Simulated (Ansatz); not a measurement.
Consider Zr in the hcp (Mg type) structure (space group P6_3/mmc, No. 194; a = 3.232 Å, c = 5.174 Å).

(Cell as relaxed with PBE.)

Levels (all Ansatz, an electronic-structure program, PAW, earlier PAW set): PBE (420 eV, scalar-relativistic without spin-orbit coupling); PBEsol (420 eV, no SOC).

Each level relaxes its own structure.

```json
[
 {"quantity": "volume per atom", "PBE": "23.40 Å³", "PBEsol": "___"},
 {"quantity": "lattice parameter a", "PBE": "3.232 Å", "PBEsol": "___"},
 {"quantity": "lattice parameter c", "PBE": "5.174 Å", "PBEsol": "___"},
 {"quantity": "band gap", "PBE": "zero", "PBEsol": "___"}
]
```

### Question
Given the PBE results, estimate those of PBEsol.

### Answer

- volume per atom, PBEsol: 22.47 Å³
- lattice parameter a, PBEsol: 3.185 Å
- lattice parameter c, PBEsol: 5.117 Å
- band gap, PBEsol: zero

PBE's volume per atom lies 0.921 Å³ above PBEsol's (4.1 %); PBE's lattice parameter a lies 0.047 Å above PBEsol's (1.5 %); PBE's lattice parameter c lies 0.0564 Å above PBEsol's (1.1 %); the two agree on the band gap. Neither level is exact; PBEsol is the comparison here, not a measurement.

No phonon test of stability was made. All final runs are without spin polarisation.
